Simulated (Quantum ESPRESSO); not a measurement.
**Several settings converged on CrO2 (Cmm2, 6 atoms in the cell)**

```xyz
6
Lattice="3.1410 3.1410 0.0000 -3.1410 3.1410 0.0000 0.0000 0.0000 2.9346" Properties=species:S:1:pos:R:3 pbc="T T T"
Cr     0.0000     0.0000     0.0500
Cr     0.0000     3.1410     1.4673
O      0.0000     1.9035     0.0000
O      1.9035     3.1410     1.4673
O     -1.9035     3.1410     1.4673
O      0.0000     4.3786     0.0000
```
Moments meant for the start (each program seeds them in its own way; μB, in the order of the atoms Cr Cr O O O O): 2.5 2.5 0.0 0.0 0.0 0.0.

Base method: PBEsol, SSSP 1.1.2 efficiency (PBE) pseudopotentials (plane waves; Quantum ESPRESSO).

Base settings: ecutwfc = 55 Ry; ecutrho = 440 Ry; occupations = smearing; smearing = fd; degauss = 0.0073499 Ry; nspin = 2; input_dft = pbesol; potentials = {Cr: cr_pbe_v1.5.uspp.F.UPF, O: O.pbe-n-kjpaw_psl.0.1.UPF}; K_POINTS = automatic 3 3 4 0 0 0; conv_thr = 1e-10 Ry.

The count of work is k-points × plane waves × bands × iterations; it is no time. Core times come from one kind of shared machine, to one figure; runs under 30 s give none.

**The plane-wave cutoff**

Moved along: ecutrho.

The second cell is the first with its lattice scaled by 0.98.

The mesh stays at the base's, so the ladder's end is converged at best in this setting alone.

Only quantities that move along the ladder and can be compared are tabulated.

| ecutwfc | free energy less the last step's (meV/atom) | energy of the compressed cell less the first (meV/atom) | pressure (GPa) | largest difference of a force vector from the last step's (eV/Å) | count of work / last | core time / last (rough) |
|---|---|---|---|---|---|---|
| 19 Ry | 11518.15 | -107.82 | -628.57 | 0.681 | 0.058 | – |
| 25 Ry | 2614.71 | 13.59 | -196.03 | 0.466 | 0.083 | – |
| 30 Ry | 650.30 | -5.42 | -67.75 | 0.081 | 0.10 | – |
| 38 Ry | 71.28 | -7.26 | -17.27 | 0.003 | 0.16 | 0.2 |
| 50 Ry | 15.59 | -6.78 | -9.40 | 0.001 | 0.23 | 0.2 |
| 55 Ry | 14.18 | -6.79 | -9.56 | 0.001 | 0.29 | 0.2 |
| 132 Ry | 0.00 | -7.05 | -9.42 | 0.000 | 1.0 | 1 |

Coarsest ecutwfc that holds the forces within 0.005 eV/Å of the last step, with all finer ones: 38 Ry, at 0.16 of the last step's count of work and about 0.2 of the last step's time; the step before is off by 0.081 eV/Å.

Coarsest ecutwfc that holds the energy of the compressed cell less the first within 2 meV/atom of the last step, with all finer ones: 30 Ry, at 0.10 of the last step's count of work; the step before is off by 21 meV/atom.

Coarsest ecutwfc that holds the free energy within 5 meV/atom: not settled: the last two steps still differ by 14 meV/atom, over half the tolerance, so the ladder does not show it.

At the lowest cutoff the pressure lies 619 GPa under the last step's, the usual sign of Pulay stress in an incomplete plane-wave basis.

**The cutoff for other potential files**

Level: DFT, PBEsol, plane waves, PSlibrary PAW (PBE) pseudopotentials.

In this ladder: pseudopotentials = {Cr: Cr.pbe-spn-kjpaw_psl.1.0.0.UPF, O: O.pbe-n-kjpaw_psl.0.1.UPF}. Moved along: ecutrho.

The second cell is the first with its lattice scaled by 0.98.

The mesh stays at the base's, so the ladder's end is converged at best in this setting alone.

Only quantities that move along the ladder and can be compared are tabulated.

```tsv
ecutwfc	free energy less the last step's (meV/atom)	energy of the compressed cell less the first (meV/atom)	pressure (GPa)	largest difference of a force vector from the last step's (eV/Å)	count of work / last	core time / last (rough)
25 Ry	8168.28	25.17	-538.95	1.061	0.13	0.2
30 Ry	2309.46	-11.75	-204.24	0.203	0.13	0.2
38 Ry	259.88	-7.00	-39.16	0.033	0.20	0.2
55 Ry	34.26	-3.88	-9.30	0.006	0.34	0.4
82 Ry	2.60	-4.28	-8.88	0.000	0.61	0.5
110 Ry	0.00	-4.28	-8.78	0.000	1.0	1
```

Coarsest ecutwfc that holds the pressure within 1 GPa of the last step, with all finer ones: 55 Ry, at 0.34 of the last step's count of work and about 0.4 of the last step's time; the step before is off by 30 GPa.

Coarsest ecutwfc that holds the free energy within 5 meV/atom: not settled: the last two steps still differ by 2.6 meV/atom, over half the tolerance, so the ladder does not show it.

Coarsest ecutwfc that holds the forces within 0.01 eV/Å of the last step, with all finer ones: 55 Ry, at 0.34 of the last step's count of work and about 0.4 of the last step's time; the step before is off by 0.033 eV/Å.

At the lowest cutoff the pressure lies 530 GPa under the last step's, the usual sign of Pulay stress in an incomplete plane-wave basis.

**The relaxed cell against the cutoff**

On CrO2 (P4_2/mnm, 6 atoms in the cell): atoms on their sites.

In this ladder: calculation = vc-relax; tprnfor = default; tstress = default. Moved along: ecutrho.

The mesh stays at the base's, so the ladder's end is converged at best in this setting alone.

Only quantities that move along the ladder and can be compared are tabulated.

| ecutwfc | relaxed volume (Å³/atom) | relaxation steps |
|---|---|---|
| 28 Ry | 8.061 | 5 |
| 33 Ry | 8.748 | 5 |
| 38 Ry | 9.102 | 4 |
| 55 Ry | 9.279 | 3 |
| 82 Ry | 9.286 | 4 |
| 110 Ry | 9.286 | 4 |

Coarsest ecutwfc that holds the relaxed volume within 0.019 Å³/atom of the last step, with all finer ones: 55 Ry; the step before is off by 0.18 Å³/atom.

At the lowest cutoff the cell relaxes to a volume 13 % smaller than at the highest.

On the base run: the starting cell has typed, rounded lattice constants, without a prior relaxation at this level. Its lattice was rescaled by up to half a per cent. One atom was moved a little off its site on purpose. The magnetic order is the one reached from the typed start; others were not searched systematically. Without a gap this mesh is coarse (it stands for a supercell whose shortest vector is 12 Å).
